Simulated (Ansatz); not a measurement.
Functionals compared on F on the 1x1 (0001) surface of corundum (cut with top plane Al), one in a 1x1 cell, started at the site 'top O', in Ansatz (plane waves, PAW). The structure was relaxed with PBE; the other rows are single points on it, each with its references at the same level. Cutoff 420 eV (500 eV for r2SCAN). The points keep PBE's geometry, so the relaxation of a polaron and the settling of charge on one site are left out.

Host crystal: corundum, with a band gap (PBE, scalar-relativistic without spin-orbit coupling).

Set-up: 21 atoms, 6.7 Å thick at the start under the adsorbate (thin: gaps and levels are the slab's own); mesh 6x6x1; 0.01 eV smearing; dipole correction on; 9 atoms held, the rest relaxed; no symmetry held; spin-polarised, ending with about 1.0 μB a cell, a value that depends on the mesh; orders that need a larger cell were not tried, no spin-orbit, no U, no dispersion correction. The slab shows no gap over 0.04 eV on its mesh. At the end it is bonded to Al. In PBE it is, or lies within 0.03 eV of, the lowest of the starts that converged. These notes are the PBE run's. r2SCAN: The program's check for a lower electronic state was not made. Adsorption energies are against ½ F2(g). A negative adsorption energy means that the adsorbate is more stable on the surface than in its reference.

```tsv
functional	adsorption energy (eV)	work function of the top face (eV)	rough cost of the single point
PBE	-2.24	9.93	–
RPBE	-2.25	9.81	about 8 core-minutes (a rough figure)
r2SCAN	-2.21	10.28	about 17 core-minutes (a rough figure)
```

Ansatz is a first-principles code.
